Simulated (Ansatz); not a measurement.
**ZnO, response to strain**

Base system: ZnO in the wurtzite structure (space group P6_3mc, No. 186).

```xyz
4
Lattice="3.2352 0.0000 0.0000 -1.6176 2.8018 0.0000 0.0000 0.0000 5.2114" Properties=species:S:1:pos:R:3 pbc="T T T"
Zn     1.6176     0.9339     0.0126
Zn     0.0000     1.8678     2.6183
O      1.6176     0.9339     3.2456
O      0.0000     1.8678     0.6399
```

Strains are applied to the cell and any free atomic positions relax.

The values are results of Ansatz (a first-principles code) r2SCAN, without spin-orbit coupling, not measurements.

Notes on the quantities. pressure: mean of the normal stresses, compression positive.

```
isotropic strain (%)  pressure (GPa)
--------------------  --------------
-5.03                           32.6
-4.77                           30.4
-0.75                              ?
0                                0.0
0.15                            -0.7
```

**Question.** Fit P = P₀ − Bδ + Cδ² with δ = (1 + ε)³ − 1 to the rows shown and predict the withheld row.

**Answer.** Least squares on the printed values gives P₀ = 0.0 GPa, B = 144 GPa (at held cell shape), C = 579 GPa (largest residual 0.0 GPa); this predicts 3.5 GPa, and the run gives 3.6 GPa, in agreement.

Whether these cells are dynamically stable was not tested.
